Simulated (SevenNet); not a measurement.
# A15 V3Si (cubic form, which distorts at low temperature)

All values below come from the machine-learned potential SevenNet-l3i5 (trained on PBE and PBE+U data).

Cell: relaxed at this level.

```yaml
lattice_parameter_a: 4.708 Å
equilibrium_volume_per_atom: 13.04 Å³/atom
bulk modulus B0: 178 GPa
elastic constant C44: 53.7 GPa
```

Measured, for comparison: lattice constant a 4.724 Å, equilibrium volume per atom 13.18 Å³/atom (temperature not stated, no zero-point or thermal correction; as tabulated in Zeng et al. (2023), arXiv:2309.11055); bulk modulus 171 GPa (300 K, no zero-point or thermal correction, our sources range from 171 to 176; as tabulated in Lu and Klein (1997), arXiv:cond-mat/9704251); elastic constant C44 80.9 GPa (300 K, no zero-point or thermal correction; as tabulated in Lu and Klein (1997), arXiv:cond-mat/9704251). Computed (rounded) less measured: lattice constant a -0.3 %, equilibrium volume per atom -1.1 %, bulk modulus +4 % (+1 % to +4 % over the range), elastic constant C44 -34 %. A static lattice is as a rule a little smaller and stiffer than an uncorrected measurement, which narrows the difference in the lattice constant a, equilibrium volume per atom, bulk modulus and would widen misses of the other sign.

A machine-learned potential is trained on density-functional data: it inherits that level's misses and adds fitting errors of its own.

Elastic constants are with the ions relaxed.
